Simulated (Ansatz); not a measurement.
System: ErRu₂ (P6₃/mmc, No. 194; cell taken from a computed entry). Method: PBEsol in Ansatz (plane waves, PAW).

Run with plane-wave cutoff 500 eV, 12×12×6 k mesh (along the axes of the cell as run), Fermi–Dirac smearing 0.1 eV, spin-polarised start, scalar-relativistic PAW data made under PBE.

Computed at the level's own relaxed cell.

Q: What does this level give for the volume per atom, equilibrium lattice constant a and lattice parameter c?

A: 
- volume per atom = 16.95 Å³/atom
- equilibrium lattice constant a = 5.198 Å
- lattice parameter c = 8.691 Å

The run finds no gap.

Note: the magnetic order was assumed, not searched for or taken from measurement; the relaxation could not lower the start's symmetry, so the cell can be a saddle point above a distorted one; the 4f shell is treated without U or exact exchange, so its levels and filling can be wrong.

Spin–orbit coupling is not included.

Static lattice: no zero-point or thermal effects.

Ansatz is a first-principles code.
